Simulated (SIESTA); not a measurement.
# SIESTA run on Ru (P6_3/mmc, 2 atoms in the cell): self-consistent single point

Level of theory: GGA PBE, numerical atomic orbitals DZP, PseudoDojo PBE standard norm-conserving potentials (rewritten from UPF to PSML) (SIESTA).

Input:

```
# files in the folder: Ru.psml (PseudoDojo PBE standard)
SystemName  Ru
SystemLabel siesta

NumberOfAtoms                2
NumberOfSpecies              1
%block ChemicalSpeciesLabel
  1 44 Ru
%endblock ChemicalSpeciesLabel
LatticeConstant              2.755759 Ang
%block LatticeVectors
     1.000000000    0.000000000    0.000000000
    -0.499999819    0.866025295    0.000000000
     0.000000000    0.000000000    1.576206410
%endblock LatticeVectors
AtomicCoordinatesFormat      ScaledCartesian
%block AtomicCoordinatesAndAtomicSpecies
    -0.000000379    0.577350485    0.394051602  1
     0.500000560    0.288674810    1.182154807  1
%endblock AtomicCoordinatesAndAtomicSpecies

XC.functional                GGA
XC.authors                   PBE
PAO.BasisSize                DZP
PAO.EnergyShift              0.01 Ry
MeshCutoff                   300 Ry
%block kgrid.MonkhorstPack
   18   0   0  0.0
    0  18   0  0.0
    0   0  10  0.0
%endblock kgrid.MonkhorstPack
OccupationFunction           MP
OccupationMPOrder            0
ElectronicTemperature        100.0 meV

MaxSCFIterations             150
SCF.Mixer.Method             Pulay
SCF.Mixer.Weight             0.1
SCF.Mixer.History            8
SCF.DM.Tolerance             1.0E-04
Diag.ParallelOverK           true
WriteForces                  true
Charge.Mulliken              end
```

Log, with long lists cut:

```
reinit: Reading from file input.fdf

reinit: System Name: Ru
reinit: System Label: siesta

coor:   Atomic-coordinates input format  =     Cartesian coordinates
coor:                                          (in units of alat)

siesta: Atomic coordinates (Bohr) and species
siesta:     -0.00000   3.00663   2.05207  1        1
siesta:      2.60382   1.50331   6.15622  1        2

siesta: System type = bulk

initatomlists: Number of atoms, orbitals, and projectors:      2    38    36

siesta: ******************** Simulation parameters ****************************
redata: Spin configuration                          = none
redata: Time-Reversal Symmetry                      = T
redata: Number of Atomic Species                    =        1
redata: Mesh Cutoff                                 =   300.0000 Ry
redata: Net charge of the system                    =     0.0000 |e|
redata: Min. number of SCF Iter                     =        0
redata: Max. number of SCF Iter                     =      150
redata: SCF convergence failure will abort job
redata: SCF mix quantity                            = Hamiltonian
redata: Mix DM or H after convergence               =   F
redata: Recompute H after scf cycle                 =   F
redata: Mix DM in first SCF step                    =   T
redata: No kicks to SCF
redata: DM Mixing Weight for Kicks                  =     0.5000
redata: Require Harris convergence for SCF          =   F
redata: Harris energy tolerance for SCF             =     0.000100 eV
redata: Require DM convergence for SCF              =   T
redata: DM tolerance for SCF                        =     0.000100
redata: Require EDM convergence for SCF             =   F
redata: EDM tolerance for SCF                       =     0.001000 eV
redata: Require H convergence for SCF               =   T
redata: Hamiltonian tolerance for SCF               =     0.001000 eV
redata: Require (free) Energy convergence for SCF   =   F
redata: (free) Energy tolerance for SCF             =     0.000100 eV
redata: Using DFT-D3 dispersion                     =   F
redata: Using Saved Data (generic)                  =   F
redata: Method of Calculation                       = Diagonalization
redata: Electronic Temperature                      =  1160.4518 K
redata: Number of TDED substeps                     =        3
redata: Dynamics option                             = Single-point calculation
redata: Save all siesta data in one NC              =   F
redata: ***********************************************************************

%block SCF.Mixers
  Pulay
%endblock SCF.Mixers

%block SCF.Mixer.Pulay
  # Mixing method
  method pulay
  variant stable

  # Mixing options
  weight 0.1000
  weight.linear 0.1000
  history 8
%endblock SCF.Mixer.Pulay

DM_history_depth set to one: no extrapolation allowed by default for geometry relaxation
Size of DM history Fstack: 1
Total number of electrons:    32.000000
Total ionic charge:    32.000000

* ProcessorY, Blocksize:    1  39

* Orbital distribution balance (max,min):    38    38

k-point displ. along   1 input, could be:     0.00    0.50
k-point displ. along   2 input, could be:     0.00    0.50
k-point displ. along   3 input, could be:     0.00    0.50
 Kpoints in:         1800 . Kpoints trimmed:         1724

siesta: k-grid: Number of k-points = 1724
siesta: k-points from Monkhorst-Pack grid
siesta: k-cutoff (effective) =    21.718 Ang
siesta: k-point supercell and displacements
siesta: k-grid:    18     0     0      0.000
siesta: k-grid:     0    18     0      0.000
siesta: k-grid:     0     0    10      0.000

diag: Algorithm                                     = D&C
diag: Parallel over k                               =   F
diag: Use parallel 2D distribution                  =   F
diag: Parallel block-size                           = 39
diag: Parallel distribution                         =     1 x     1
diag: Used triangular part                          = Lower
diag: Absolute tolerance                            =  0.100E-15
diag: Orthogonalization factor                      =  0.100E-05
diag: Memory factor                                 =  1.0000

superc: Internal auxiliary supercell:     7 x     7 x     5  =     245
superc: Number of atoms, orbitals, and projectors:    490   9310   8820

                        Single-point calculation

superc: Internal auxiliary supercell:     7 x     7 x     5  =     245
superc: Number of atoms, orbitals, and projectors:    490   9310   8820

outcell: Unit cell vectors (Ang):
        2.755759    0.000000    0.000000
       -1.377879    2.386557    0.000000
        0.000000    0.000000    4.343645

outcell: Cell vector modules (Ang)   :    2.755759    2.755758    4.343645
outcell: Cell angles (23,13,12) (deg):     90.0000     90.0000    120.0000
outcell: Cell volume (Ang**3)        :     28.5672
new_DM -- step:     1
Initializing Density Matrix...

Attempting to read DM from file... Failed...
DM filled with atomic data:

InitMesh: MESH = 30 x 30 x 48 = 43200
InitMesh: Mesh cutoff (required, used) =   300.000   337.502 Ry

stepf: Methfessel-Paxton step function
       Using Hermite-Gauss polynomials of order  0

        iscf     Eharris(eV)        E_KS(eV)     FreeEng(eV)     dDmax    Ef(eV) dHmax(eV)
   scf:    1    -5476.943008    -5494.477479    -5494.486814  0.489986 -1.140604  8.866178
   scf:    2    -5497.925249    -5496.255861    -5496.265067  0.118160 -1.607056  7.032822
   scf:    3    -5500.573925    -5499.265707    -5499.275576  0.401531 -3.431091  0.149426
   scf:    4    -5499.265165    -5499.267534    -5499.277360  0.018778 -3.352233  0.192085
   scf:    5    -5499.269459    -5499.268765    -5499.278589  0.006506 -3.437508  0.007603
   scf:    6    -5499.268773    -5499.268772    -5499.278598  0.000721 -3.436674  0.000776
   scf:    7    -5499.268771    -5499.268772    -5499.278598  0.000297 -3.436584  0.000863
mix: Pulay -- inversion failed, > SVD [rank/size] 4 / 6
   scf:    8    -5499.268772    -5499.268772    -5499.278598  0.000014 -3.436556  0.000771

SCF Convergence by DM+H criterion
max |DM_out - DM_in|         :     0.0000138246
max |H_out - H_in|      (eV) :     0.0007706640
SCF cycle converged after 8 iterations

Using DM_out to compute the final energy and forces

siesta: E_KS(eV) =            -5499.2688

siesta: E_KS - E_eggbox =     -5499.2688

siesta: Atomic forces (eV/Ang):
     1    0.000093   -0.000054    0.000000
     2   -0.000093    0.000054    0.000000
   Tot    0.000000   -0.000000    0.000000
   Max    0.000093
   Res    0.000062    sqrt( Sum f_i^2 / 3N )
   Max    0.000093    constrained

Stress tensor Voigt[x,y,z,yz,xz,xy] (kbar):      107.03      107.11       87.15        0.00        0.00        0.07
(Free)E + p*V (eV/cell)    -5501.0693
Target enthalpy (eV/cell)    -5499.2786

siesta: Program's energy decomposition (eV):
siesta: Ebs     =      -964.753749
siesta: Eions   =      8408.869574
siesta: Ena     =      1564.660009
siesta: Ekin    =      1766.839217
siesta: Enl     =       419.670790
siesta: Eso     =         0.000000
siesta: Edftu   =         0.000000
siesta: DEna    =        82.309346
siesta: DUscf   =         2.813094
siesta: DUext   =         0.000000
siesta: Ex      =      -868.849216
siesta: Ec      =       -57.842438
siesta: Exc     =      -926.691654
siesta: Eharris =     -5499.268772
siesta: Etot    =     -5499.268772
siesta: FreeEng =     -5499.278598

siesta: Stress tensor (static) (eV/Ang**3):
siesta:     0.066804    0.000044    0.000000
siesta:     0.000044    0.066853    0.000000
siesta:     0.000000    0.000000    0.054394

siesta: Cell volume =         28.567180 Ang**3

siesta: Pressure (static):
siesta:                Solid            Molecule  Units
siesta:          -0.00068271         -0.00068269  Ry/Bohr**3
siesta:          -0.06268355         -0.06268156  eV/Ang**3
siesta:        -100.43012384       -100.42692512  kBar

mulliken: Atomic and Orbital Populations:

Species: Ru
Atom  Qatom  Qorb
               4s      5s      5s      4py     4pz     4px     5py     5pz
               5px     4dxy    4dyz    4dz2    4dxz    4dx2-y2 4dxy    4dyz
               4dz2    4dxz    4dx2-y2
   1 16.000   1.882   0.135   0.336   1.961   1.950   1.961   0.337   0.324
              0.337   1.373   1.368   1.382   1.368   1.373  -0.017  -0.008

             -0.039  -0.008  -0.017
   2 16.000   1.882   0.135   0.336   1.961   1.950   1.961   0.337   0.324
              0.337   1.373   1.368   1.382   1.368   1.373  -0.017  -0.008

             -0.039  -0.008  -0.017

mulliken: Qtot =       32.000

Mulliken Atomic Populations:
Atom #   charge [q] valence [e]  Species
     1    -0.000000   16.000000  Ru
     2     0.000000   16.000000  Ru
 Total     0.000000
```

The run converged in 8 iterations.

The starting cell comes from a database of computed structures (which also holds hypothetical and non-ambient phases and stackings), without a prior relaxation at this level. Its lattice was rescaled by a random factor within 2.5 % of one. Spin polarisation is off. Values carry the incompleteness of an atom-centred basis. With a pressure of about -10 GPa the cell is away from its equilibrium volume at this level.

Cost on one core of a shared machine: roughly 90 s.
